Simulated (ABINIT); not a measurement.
Band structure of Ca2Si (Fm-3m, 3 atoms in the cell).

```
Ca2Si
1.0
    0.00000     3.58523     3.58523
    3.58523     0.00000     3.58523
    3.58523     3.58523     0.00000
Ca Si
2 1
Direct
  0.75000   0.75000   0.75000
  0.25000   0.25000   0.25000
  0.00000   0.00000   0.00000
```

Level of theory: PBEsol, PAW (JTH v2.0 PBE PAW, files made for PBE) (plane waves; ABINIT).

Settings: pseudos = [Ca.GGA_PBE-JTH.xml, Si.GGA_PBE-JTH.xml]; ecut = 20 Ha; pawecutdg = 40 Ha; pawxcdev = 0; ixc = -116133; occopt = 1; ngkpt = 8 8 8; nshiftk = 1; shiftk = 0 0 0; potentials = JTH v2.0 PBE PAW; kptopt = 1; nstep = 80; toldfe1 = 1e-09 Ha.

The starting cell comes from a database of computed structures (which also holds hypothetical and non-ambient phases and stackings), without a prior relaxation at this level. The potentials were made for another functional than the one used.

**Question.** Predict the gap along the standard path and the places of the band edges.

**Answer.** The gap along the path is 0.52 eV, direct at X to within 0.01 eV.

Levels in eV from the top of the valence band on the SCF mesh, bands 9 to 16:
```json
[
 {"point": "Γ", "9": "-6.52", "10": "-0.36", "11": "-0.36", "12": "-0.36", "13": "1.71", "14": "1.88", "15": "1.88", "16": "4.84"},
 {"point": "X", "9": "-5.61", "10": "-1.93", "11": "0.00", "12": "0.00", "13": "0.52", "14": "1.68", "15": "2.65", "16": "4.01"},
 {"point": "W", "9": "-5.61", "10": "-1.19", "11": "-1.19", "12": "-0.33", "13": "1.14", "14": "2.61", "15": "2.61", "16": "3.44"},
 {"point": "K", "9": "-5.63", "10": "-1.55", "11": "-0.91", "12": "0.00", "13": "0.97", "14": "2.36", "15": "2.81", "16": "3.37"},
 {"point": "L", "9": "-5.82", "10": "-1.91", "11": "-0.05", "12": "-0.05", "13": "2.43", "14": "2.43", "15": "2.64", "16": "3.02"},
 {"point": "U", "9": "-5.63", "10": "-1.55", "11": "-0.91", "12": "0.00", "13": "0.97", "14": "2.36", "15": "2.81", "16": "3.37"}
]
```
